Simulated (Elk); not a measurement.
```
CELL_PARAMETERS angstrom
      0.00000     2.92619     2.92619
      2.92619     0.00000     2.92619
      2.92619     2.92619     0.00000
ATOMIC_POSITIONS crystal
  In 0.00493 0.00493 0.00493
  P  0.25000 0.25000 0.25000
```

Level of theory: LDA (PW92), all-electron FP-LAPW, Elk's shipped species files, default APW+lo basis in Elk.

The set-up and first iterations of an Elk log for InP (R3m, 2 atoms in the cell):

```
│ Elk code version 10.2.4 │

All units are atomic (Hartree, Bohr, etc.)

│ Ground-state run starting from atomic densities │

Lattice vectors :
   0.000000000       5.529707137       5.529707137
   5.529707137       0.000000000       5.529707137
   5.529707137       5.529707137       0.000000000

Unit cell volume      :    338.1710208
Brillouin zone volume :   0.7335052331

Muffin-tin inner radius fraction :   0.1000000000E-01

Nuclei treated as point charges

Species :    1 (In)
 parameters loaded from : In.in
 name : indium
 nuclear charge    :   -49.00000000
 electronic charge :    49.00000000
 atomic mass :    209300.4100
 muffin-tin radius :    1.800000000
 number of radial points in muffin-tin :    597
 atomic positions (lattice), magnetic fields (Cartesian) :
   1 :   0.00000000  0.00000000  0.00000000    0.00000000  0.00000000  0.00000000

Species :    2 (P)
 parameters loaded from : P.in
 name : phosphorus
   [... lines left out ...]

Muffin-tin radius times maximum |G+k| :    7.000000000
 using average radius
Maximum |G+k| for APW functions       :    3.888888889
Maximum (1/2)|G+k|²                   :    7.561728395
Maximum |G| for potential and density :    12.00000000
 potential will be trimmed for |G| > 2 gkmax
Constant for pseudocharge density :    5
Radial integration step length :    4

G-vector grid sizes :     30    30    30
Number of G-vectors :     9841

Maximum angular momentum used for
 APW functions                      :    8
 outer part of muffin-tin           :    6
 inner part of muffin-tin           :    1

Total nuclear charge    :   -64.00000000
Total core charge       :    40.00000000
Total valence charge    :    24.00000000
Total excess charge     :    0.000000000
Total electronic charge :    64.00000000

Effective Wigner radius, rₛ :    1.080494602

Number of empty states         :    8
Total number of valence states :   20
Total number of core states    :   40

Total number of local-orbitals :   22

Exchange-correlation functional :      3     0     0
 Perdew-Wang/Ceperley-Alder, Phys. Rev. B 45, 13244 (1992)
 gradient requirement :    0
 local density approximation (LDA)

Smearing type :    3
 Fermi-Dirac
Smearing width :   0.7349860000E-03
Effective electronic temperature (K) :    232.0902224

Mixing type :    3
 Broyden mixing, J. Phys. A: Math. Gen. 17, L317 (1984)

Kohn-Sham potential initialised from atomic data
│ Self-consistent loop started │
│ Loop number : 1 │
 total energy                :     -6218.52357933
│ Loop number : 2 │
 total energy                :     -6218.59142526
RMS change in Kohn-Sham potential (target) :   0.1300325959     (  0.1000000000E-05)
Absolute change in total energy (target)   :   0.6784593620E-01 (  0.1000000000E-03)
│ Loop number : 3 │
 total energy                :     -6219.17651784
RMS change in Kohn-Sham potential (target) :   0.9536390902E-01 (  0.1000000000E-05)
Absolute change in total energy (target)   :   0.6020540601     (  0.1000000000E-03)
│ Loop number : 4 │
 total energy                :     -6219.26616058
RMS change in Kohn-Sham potential (target) :   0.7526085270E-01 (  0.1000000000E-05)
Absolute change in total energy (target)   :   0.2401562576     (  0.1000000000E-03)
│ Loop number : 5 │
 total energy                :     -6219.26527317
RMS change in Kohn-Sham potential (target) :   0.3907851651E-01 (  0.1000000000E-05)
Absolute change in total energy (target)   :   0.5915164984E-01 (  0.1000000000E-03)
│ Loop number : 6 │
 total energy                :     -6219.34823287
RMS change in Kohn-Sham potential (target) :   0.1348835297E-01 (  0.1000000000E-05)
Absolute change in total energy (target)   :   0.9774761909E-01 (  0.1000000000E-03)
│ Loop number : 7 │
 total energy                :     -6219.67972623
RMS change in Kohn-Sham potential (target) :   0.1154300112E-01 (  0.1000000000E-05)
   [... lines left out ...]
```

**Question.** Will this run converge, and how will it end?

**Answer.** The run ended unconverged after 200 iterations. It gives no final result for the task that was set. The log goes on:

```
Absolute change in total energy (target)   :   0.5760850893     (  0.1000000000E-03)
│ Loop number : 134 │
 total energy                :     -6219.65859633
   [... lines left out ...]
RMS change in Kohn-Sham potential (target) :   0.5999258323     (  0.1000000000E-05)
Absolute change in total energy (target)   :    8.076813316     (  0.1000000000E-03)
│ Loop number : 198 │
 total energy                :     -6245.64090660
RMS change in Kohn-Sham potential (target) :   0.4146451502     (  0.1000000000E-05)
Absolute change in total energy (target)   :    8.278213330     (  0.1000000000E-03)
│ Loop number : 199 │
 total energy                :     -6234.77797582
RMS change in Kohn-Sham potential (target) :   0.2392286524     (  0.1000000000E-05)
Absolute change in total energy (target)   :    12.93248410     (  0.1000000000E-03)
│ Loop number : 200 │
Reached self-consistent loops maximum

Energies :
 Fermi                       :     0.219618674958
 total energy                :     -6223.04837236

Density of states at Fermi energy :   0.7513669842E-02
 (states/Hartree/unit cell)

Estimated indirect band gap :   0.1549896017E-01
 from k-point      1 to k-point      1
Estimated direct band gap   :   0.1549896017E-01
 at k-point      1

Charges :
 core                        :    40.00000000
 valence                     :    24.00000000
 interstitial                :    6.673114961
 muffin-tins (core leakage)
  species :    1 (In)
   atom    1                 :    45.15997058     (  0.1075551147E-01)
  species :    2 (P)
   atom    1                 :    12.16691446     (  0.3304534872E-02)
 total in muffin-tins        :    57.32688504
 total calculated charge     :    63.98872815
 total charge                :    64.00000000
 error                       :   0.1127184957E-01

│ Self-consistent loop stopped │
```

The starting cell has typed, rounded lattice constants, without a prior relaxation at this level. Its lattice was rescaled by up to half a per cent. One atom was moved a little off its site on purpose. Values depend on the basis (sphere radii, cutoffs, local orbitals), which need not be converged.

The run was DFT, LDA (PW92), all-electron FP-LAPW, Elk's shipped species files, default APW+lo basis. Main settings of its input:

```
setting           value
-------  --------------
xctype                3
rgkmax                7
stype                 3
swidth   0.000734986 Ha
ngridk            3 3 3
rmtall         1.8 bohr
```
